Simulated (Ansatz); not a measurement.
## Effect of x(W) = 0.5, 2 atoms, Pm-3m on Mo

Consider Mo in the bcc (W type) structure (space group Im-3m, No. 229; a = 3.1296 Å).

The other end (x = 1) is W in the bcc (W type) structure (space group Im-3m, No. 229): 15.69 Å³/atom, gap zero.

The change: a fraction x = 0.5 of the Mo sites is given to W, ordered in a cell of 2 atoms (starting symmetry Pm-3m) and fully relaxed.

Level of theory: plane-wave PAW DFT at the PBEsol level (Ansatz, a program for electronic structure, 420 eV), no SOC. Settings: 15×15×15 k-points, 0.05 eV Fermi–Dirac smearing, for the changed cell.

The volume per atom increases by 0.17 Å³, from 15.33 Å³ to 15.50 Å³ and the density rises by 4.59 g/cm³ to 14.99 g/cm³. The shortest interatomic distance grows by 0.010 Å, from 2.710 Å to 2.720 Å and the band gap remains zero. The mixing energy comes out as -0.01 eV/atom (to 0.01 eV only: unlike meshes or grids) and the deviation of the volume from the linear (Vegard-type) interpolation amounts to -0.1 %.

Final structure:

```yaml
crystal:
  lattice:
    - [3.14127, 0.00000, 0.00000]
    - [0.00000, 3.14127, 0.00000]
    - [0.00000, 0.00000, 3.14127]
  atoms:
    - { symbol: Mo, position: [0.00000, 0.00000, 0.00000] }
    - { symbol: W, position: [0.50000, 0.50000, 0.50000] }
```

Cost of the whole job for the changed cell (relaxation, final SCF and bands): about 30 core-seconds (a rough figure).

These are small ordered cells, not random alloys; other orderings at the same x differ. Whether these cells are dynamically stable was not tested. The final runs are not spin-polarised.
